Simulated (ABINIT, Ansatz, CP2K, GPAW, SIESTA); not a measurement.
## Code comparison for AlN (F-43m, 2 atoms in the cell)

Band-structure calculation.

```yaml
crystal:
  lattice:
    - [0.00000, 2.19000, 2.19000]
    - [2.19000, 0.00000, 2.19000]
    - [2.19000, 2.19000, 0.00000]
  atoms:
    - { symbol: Al, position: [0.00000, 0.00000, 0.00000] }
    - { symbol: N, position: [0.25000, 0.25000, 0.25000] }
```

Shared settings, as Ansatz (an electronic-structure program) writes them: kpoints.mp_grid.grid = 10 10 10; scf.occupations.method = fermi_dirac; scf.occupations.width = 0.01 eV. Potentials and cutoffs stand in the table.

```json
[
 {"code": "SIESTA", "model": "GGA PBE, numerical atomic orbitals DZP, PseudoDojo PBE standard norm-conserving potentials (rewritten from UPF to PSML)", "gap along the path (eV)": "3.29", "smallest direct gap (eV)": "4.34", "cutoff": "grid 300 Ry"},
 {"code": "CP2K", "model": "PBE, GPW, DZVP-MOLOPT-SR-GTH basis, GTH-PBE potentials (GTH_POTENTIALS)", "gap along the path (eV)": "3.32", "smallest direct gap (eV)": "4.30", "cutoff": "grid 400 Ry"},
 {"code": "Ansatz", "model": "PBE, default PAW files", "gap along the path (eV)": "3.32", "smallest direct gap (eV)": "4.11", "cutoff": "default"},
 {"code": "GPAW", "model": "PBE, GPAW PAW datasets PBE (gpaw-data 1.0.1)", "gap along the path (eV)": "3.30", "smallest direct gap (eV)": "4.13", "cutoff": "950 eV"},
 {"code": "ABINIT", "model": "PBE, PAW (JTH v2.0 PBE PAW)", "gap along the path (eV)": "3.30", "smallest direct gap (eV)": "4.10", "cutoff": "707 eV"}
]
```

The spread over the programs that give each value: gap along the path within 0.03 eV; smallest direct gap within 0.24 eV.

SIESTA and CP2K use small atom-centred bases, whose incompleteness enters pressures, forces and empty levels differently from a plane-wave cutoff.

The starting cell has typed, rounded lattice constants, without a prior relaxation at this level.

Left out of this page: Quantum ESPRESSO, Elk and FLEUR (not drawn, or without a comparable value).

Keys are those of Ansatz 0.2.
